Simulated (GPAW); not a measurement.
A working GPAW input for SbPd (P1, 4 atoms in the cell) (DFT PBEsol, plane waves, GPAW PAW datasets PBEsol (made by gpaw-setup)):

```python
from ase import Atoms
from ase.units import GPa
from gpaw import GPAW

atoms = Atoms(['Sb', 'Sb', 'Pd', 'Pd'],
              cell=[[4.075300, 0.000000, 0.000000],
                    [-2.037650, 3.529313, 0.000000],
                    [0.000000, 0.000000, 5.591000]],
              scaled_positions=[[0.355848, 0.661363, 0.250604],
                                [0.672933, 0.339021, 0.751972],
                                [-0.011237, 0.006512, 0.000134],
                                [-0.017544, -0.006896, 0.497291]],
              pbc=True)

calc = GPAW(mode={'name': 'pw', 'ecut': 550},
            xc='PBEsol',
            kpts=(5, 5, 3),
            occupations={'name': 'fermi-dirac', 'width': 0.1},
            nbands=-12,
            convergence={'forces': 0.001},
            symmetry={'symmorphic': False, 'tolerance': 0.0005},
            maxiter=150,
            txt='-')

atoms.calc = calc

energy = atoms.get_potential_energy()
print('Energy (eV):', round(energy, 6))
forces = atoms.get_forces()
print('Forces (eV/Ang):')
print(forces.round(5))
stress = atoms.get_stress()
print('Stress (GPa, Voigt):', (stress / GPa).round(4))
```

The run converged in 28 iterations: free energy E − TS (from the program's reference atoms) -20.5983 eV; Fermi level (on the code's own zero) 9.02 eV; pressure 0.68 GPa; largest force (vector length) 1.016 eV/Å. Each of these slips is then made, one at a time:…

(1)
```diff
-            nbands=-12,
+            nbands=29,
```

(2)
```diff
-calc = GPAW(mode={'name': 'pw', 'ecut': 550},
+calc = GPAW(mode={'name': 'pw', 'ecut': 60},
```

Predict the outcome of each change.


(1) Too few bands. The program stopped before any SCF iteration, with the message: ValueError: Too few bands! Electrons: 62.000000, bands: 29.

(2) An energy in the wrong unit. The program stopped with an error, with the message: ValueError: Too few plane waves or grid points.

The starting cell comes from a database of published, mostly measured structures (it also holds non-ambient and calculated ones), without a prior relaxation at this level. Its atoms were displaced at random from the sites of space group no. 194. Spin-orbit coupling is off. Spin polarisation is off. In the base run, forces exceed 1 eV/Å. Without a gap this mesh is coarse (it stands for a supercell whose shortest vector is 17 Å).

Left out of this page: 3 runs of the series outside the window shown, repeating another row's setting, or not comparable.
